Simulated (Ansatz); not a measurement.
Hg2SeS (P-4m2, No. 115, 4 atoms in the cell; start mp-1223907) was calculated with PBE0 (plane waves, PAW; Ansatz, an electronic-structure program).

Run with plane-wave cutoff 460 eV, 6×6×4 k mesh (along the axes of the cell as run), Fermi–Dirac smearing 0.01 eV, scalar-relativistic PAW data made under PBE.

Cell (relaxed with PBEsol):

```
Hg2SSe
1.0
    4.24460     0.00000     0.00000
    0.00000     4.24460     0.00000
    0.00000     0.00000     6.00598
Hg Se S
2 1 1
Direct
  0.50000   0.00000   0.76257
  0.00000   0.50000   0.23743
  0.00000   0.00000   0.50000
  0.50000   0.50000   0.00000
```

Problem. Estimate the band gap that the calculation returns.

Solution. 
* **band gap**: 0.61 eV (on the SCF k mesh)

Note: cell and atoms aren't relaxed at this level (pressure 1.2 GPa).

Spin–orbit coupling is not included.

Computed values are for the static lattice.

A start named mp-… is a Materials Project structure, which need not be a measured phase.
